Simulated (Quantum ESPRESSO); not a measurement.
Worked example: self-consistent single point of InPd3 (I4/mmm, 4 atoms in the cell) in Quantum ESPRESSO.

Level of theory: PBEsol, GBRV 1.5 ultrasoft (PBESOL) pseudopotentials (plane waves; Quantum ESPRESSO 7.5).

The change in words: lattice scaled by 0.98. Reference geometry:
```yaml
crystal:
  lattice:
    - [-2.06616, 2.06616, 3.75950]
    - [2.06616, -2.06616, 3.75950]
    - [2.06616, 2.06616, -3.75950]
  atoms:
    - { symbol: In, position: [0.00000, 0.00000, 0.00000] }
    - { symbol: Pd, position: [0.75000, 0.25000, 0.50000] }
    - { symbol: Pd, position: [0.25000, 0.75000, 0.50000] }
    - { symbol: Pd, position: [0.50000, 0.50000, 0.00000] }
```

Reference input (self-consistent single point, DFT, PBEsol, plane waves, GBRV 1.5 ultrasoft (PBESOL) pseudopotentials): ecutwfc = 40 Ry; ecutrho = 320 Ry; occupations = smearing; smearing = fd; degauss = 0.0073499 Ry; potentials = {In: in_pbesol_v1.4.uspp.F.UPF, Pd: pd_pbesol_v1.4.uspp.F.UPF}; K_POINTS = automatic 9 9 9 0 0 0; conv_thr = 1e-10 Ry. This run's input differs from it in these lines:

```diff
@@ -32,5 +32,5 @@
 CELL_PARAMETERS angstrom
-  -2.0661550000     2.0661550000     3.7595000000
-   2.0661550000    -2.0661550000     3.7595000000
-   2.0661550000     2.0661550000    -3.7595000000
+  -2.0248320000     2.0248320000     3.6843100000
+   2.0248320000    -2.0248320000     3.6843100000
+   2.0248320000     2.0248320000    -3.6843100000
```

The program printed (abridged):

```
     Self-consistent Calculation

     iteration #  1     ecut=    40.00 Ry     beta= 0.70

     negative rho (up, down):  2.230E-01 0.000E+00

     total energy              =    -725.01024615 Ry
     estimated scf accuracy    <       8.56754790 Ry

     iteration #  2     ecut=    40.00 Ry     beta= 0.70

     negative rho (up, down):  2.284E-01 0.000E+00

     total energy              =    -727.43821516 Ry
     estimated scf accuracy    <      10.67357828 Ry

     iteration #  3     ecut=    40.00 Ry     beta= 0.70

     negative rho (up, down):  2.283E-01 0.000E+00

     total energy              =    -729.22868982 Ry
     estimated scf accuracy    <       0.05144989 Ry

   [... 6 blocks of this kind left out ...]

     iteration # 10     ecut=    40.00 Ry     beta= 0.70

     negative rho (up, down):  2.286E-01 0.000E+00

     total energy              =    -729.24126125 Ry
     estimated scf accuracy    <          1.6E-10 Ry

     iteration # 11     ecut=    40.00 Ry     beta= 0.70

     negative rho (up, down):  2.286E-01 0.000E+00
     End of self-consistent calculation

     the Fermi energy is    18.4719 ev

!    total energy              =    -729.24126125 Ry
     estimated scf accuracy    <          3.0E-12 Ry
     smearing contrib. (-TS)   =      -0.00448164 Ry
     internal energy E=F+TS    =    -729.23677961 Ry

     convergence has been achieved in  11 iterations

     negative rho (up, down):  2.286E-01 0.000E+00

     Forces acting on atoms (cartesian axes, Ry/au):

     atom    1 type  1   force =     0.00000000    0.00000000    0.00000000
   [... zero for the other atoms too ...]

     Total force =     0.000000     Total SCF correction =     0.000000

     negative rho (up, down):  2.286E-01 0.000E+00
          total   stress  (Ry/bohr**3)                   (kbar)     P=       63.56
   0.00041406   0.00000000   0.00000000           60.91        0.00        0.00
   0.00000000   0.00041406   0.00000000            0.00       60.91        0.00
   0.00000000   0.00000000   0.00046812            0.00        0.00       68.86

   JOB DONE.
```

The run converged in 11 iterations. Against the reference run the free energy rises by 6.6 meV/atom and the pressure goes from -4.44 to 6.36 GPa.

The starting cell comes from a database of computed structures (which also holds hypothetical and non-ambient phases and stackings), without a prior relaxation at this level. For this run, on top of that: lattice scaled by 0.98. Spin polarisation is off. With a pressure of about 6 GPa the cell is away from its equilibrium volume at this level.

Cost on one core of a shared machine: roughly 2 min.
